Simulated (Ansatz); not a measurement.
```yaml
crystal:
  lattice:
    - [0.00000, 2.79513, 2.79513]
    - [2.79513, 0.00000, 2.79513]
    - [2.79513, 2.79513, 0.00000]
  atoms:
    - { symbol: Na, position: [0.00000, 0.00000, 0.00000] }
    - { symbol: Cl, position: [0.50000, 0.50000, 0.50000] }
```

No spin polarisation.

Level of theory: PBE (Ansatz, a quantum-chemistry and plane-wave program; PAW; 420 eV plane waves; spin-orbit coupling left out). Γ-centred 10×10×10 mesh, Fermi–Dirac width 0.05 eV.

Question: What gap character does the calculation give?

Answer: Direct at Γ.

Question: Predict the hole mass (degenerate bands, along [100]).

Answer: 0.62, 2.7, 2.7 mₑ (at Γ).

Load acts through the strain it causes; cell and atoms are relaxed under it. Masses are band curvatures over ±0.01 Å⁻¹ around the edge. Whether these cells are dynamically stable was not tested. The cell was made from NaCl in the rock salt structure (space group Fm-3m, No. 225) by this change: pressure 1.5 GPa.
